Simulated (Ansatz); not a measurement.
System: AlB2-type HfB2. Method: r²SCAN-D4 (Ansatz, an electronic-structure program, PAW).

Settings: plane-wave cutoff 560 eV, 24×24×16 k mesh (along the axes of the cell as run), Fermi–Dirac smearing 0.05 eV, scalar-relativistic PAW data made under PBE.

Computed points:

```json
[
 {"V (Å³/atom)": "9.407", "E − E_lowest (meV/atom)": "13.53", "P (GPa)": "11.44"},
 {"V (Å³/atom)": "9.603", "E − E_lowest (meV/atom)": "3.27", "P (GPa)": "5.44"},
 {"V (Å³/atom)": "9.799", "E − E_lowest (meV/atom)": "0.00", "P (GPa)": "0.00"},
 {"V (Å³/atom)": "9.995", "E − E_lowest (meV/atom)": "3.06", "P (GPa)": "-4.93"},
 {"V (Å³/atom)": "10.191", "E − E_lowest (meV/atom)": "11.88", "P (GPa)": "-9.41"}
]
```

Question: Estimate the bulk modulus and its pressure derivative from these points.

Answer: V0 = 9.799 Å³/atom, B0 = 259 GPa, B′ = 3.9 (fit to the energies at full precision).

Shape and atoms are relaxed at each volume.

Measured, for comparison: bulk modulus 282 GPa (room temperature, not corrected to a static lattice, hydrostatic curve from radial diffraction; as tabulated in Experimental and computational studies of compression and deformation behavior …); equilibrium volume per atom 9.91 Å³/atom (room temperature, not corrected to a static lattice; as tabulated in Burrage et al. (2022), doi:10.3390/ma15082762). Computed (rounded) less measured: bulk modulus -8 %, equilibrium volume per atom -1.1 %. A static lattice is as a rule a little smaller and stiffer than an uncorrected measurement, which narrows the difference in the equilibrium volume per atom and would widen misses of the other sign.

Note: the bulk modulus comes from volumes at which shape and atoms were relaxed.

Spin–orbit coupling is not included.

Computed values are for the static lattice.
